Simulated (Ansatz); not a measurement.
## BeTe: pressure series

Consider BeTe in the zinc blende structure (space group F-43m, No. 216).

Space group F-43m (No. 216); a = 5.6637 Å, b = 5.6637 Å, c = 5.6637 Å, α = 90.00°, β = 90.00°, γ = 90.00°

| atom | site | symmetry | x | y | z |
|---|---|---|---|---|---|
| Te | 4d | -43m | 0.7500 | 0.7500 | 0.7500 |
| Be | 4a | -43m | 0.0000 | 0.0000 | 0.0000 |
(The calculation used a cell of 2 atoms; values per cell refer to that cell.)

Cell and atoms are relaxed at each pressure.

Method: PBE (Ansatz, a program for electronic structure), spin-orbit coupling left out.

Candidates:
(a) pressure 7.5 GPa
(b) pressure 3 GPa
(c) pressure 5 GPa
(d) pressure −1 GPa
(e) pressure 0.3 GPa

Before the change:

The band gap comes out as 2.03 eV.

Problem. Order them by band gap, lowest first.

Solution. (a) pressure 7.5 GPa (1.75 eV), (c) pressure 5 GPa (1.84 eV), (b) pressure 3 GPa (1.91 eV), (e) pressure 0.3 GPa (2.02 eV), (d) pressure −1 GPa (2.07 eV)

With Te present, leaving out spin-orbit coupling can change the band edges. Load acts through the strain it causes; cell and atoms are relaxed under it. No phonon test of stability was made. Competing high-pressure phases were not computed.
